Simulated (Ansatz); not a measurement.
A computed series for GaN: response to strain

Start from GaN in the zinc blende structure (space group F-43m, No. 216).

```
GaN
1.0
    0.00000     2.22769     2.22769
    2.22769     0.00000     2.22769
    2.22769     2.22769     0.00000
Ga N
1 1
Direct
  0.00000   0.00000   0.00000
  0.25000   0.25000   0.25000
```

Cartesian axes are those of the cell as printed.

Strains are applied to the cell and any free atomic positions relax; under biaxial strain the out-of-plane vector relaxes too.

All numbers come from LDA (Ansatz, an electronic-structure program, PAW, spin-orbit coupling left out).

Notes on the quantities. energy relative to the base: free energy F.

```json
[
 {"variant": "base", "energy relative to the base": "0 meV/atom", "band gap": "1.96 eV", "electron mass": "0.18 mₑ (at Γ)", "ratio −ε⊥/ε∥": "–"},
 {"variant": "biaxial strain −2.50 %, plane normal [111], relaxed out of plane", "energy relative to the base": "+21 meV/atom", "band gap": "2.07 eV", "electron mass": "0.18 mₑ out of plane, 0.20 mₑ in plane (at Γ)", "ratio −ε⊥/ε∥": "0.47"},
 {"variant": "biaxial strain −1.67 %, plane normal [111], relaxed out of plane", "energy relative to the base": "+9.3 meV/atom", "band gap": "2.04 eV", "electron mass": "0.18 mₑ out of plane, 0.19 mₑ in plane (at Γ)", "ratio −ε⊥/ε∥": "0.47"},
 {"variant": "biaxial strain −1.25 %, plane normal [111], relaxed out of plane", "energy relative to the base": "(withheld)", "band gap": "(withheld)", "electron mass": "0.18 mₑ out of plane, 0.19 mₑ in plane (at Γ)", "ratio −ε⊥/ε∥": "0.47"},
 {"variant": "biaxial strain −0.83 %, plane normal [111], relaxed out of plane", "energy relative to the base": "+2.3 meV/atom", "band gap": "2.01 eV", "electron mass": "–", "ratio −ε⊥/ε∥": "0.46"},
 {"variant": "biaxial strain +0.42 %, plane normal [111], relaxed out of plane", "energy relative to the base": "+0.5 meV/atom", "band gap": "1.88 eV", "electron mass": "0.17 mₑ (at Γ)", "ratio −ε⊥/ε∥": "–"},
 {"variant": "biaxial strain +0.83 %, plane normal [111], relaxed out of plane", "energy relative to the base": "+2.2 meV/atom", "band gap": "1.82 eV", "electron mass": "0.17 mₑ (at Γ)", "ratio −ε⊥/ε∥": "0.45"},
 {"variant": "biaxial strain +1.67 %, plane normal [111], relaxed out of plane", "energy relative to the base": "+8.7 meV/atom", "band gap": "1.67 eV", "electron mass": "0.17 mₑ out of plane, 0.16 mₑ in plane (at Γ)", "ratio −ε⊥/ε∥": "0.44"},
 {"variant": "biaxial strain +2.08 %, plane normal [111], relaxed out of plane", "energy relative to the base": "+13 meV/atom", "band gap": "1.61 eV", "electron mass": "0.17 mₑ out of plane, 0.16 mₑ in plane (at Γ)", "ratio −ε⊥/ε∥": "0.44"},
 {"variant": "biaxial strain +2.50 %, plane normal [111], relaxed out of plane", "energy relative to the base": "+19 meV/atom", "band gap": "1.54 eV", "electron mass": "0.16 mₑ out of plane, 0.15 mₑ in plane (at Γ)", "ratio −ε⊥/ε∥": "0.43"}
]
```

Task: What belongs in the blanks?

Result: 
- biaxial strain −1.25 %, plane normal [111], relaxed out of plane, energy relative to the base: +5.2 meV/atom
- biaxial strain −1.25 %, plane normal [111], relaxed out of plane, band gap: 2.03 eV

Masses are band curvatures over ±0.01 Å⁻¹ around the edge. Stability against distortions was not tested. This is not the structure that GaN has at room temperature and ambient pressure.
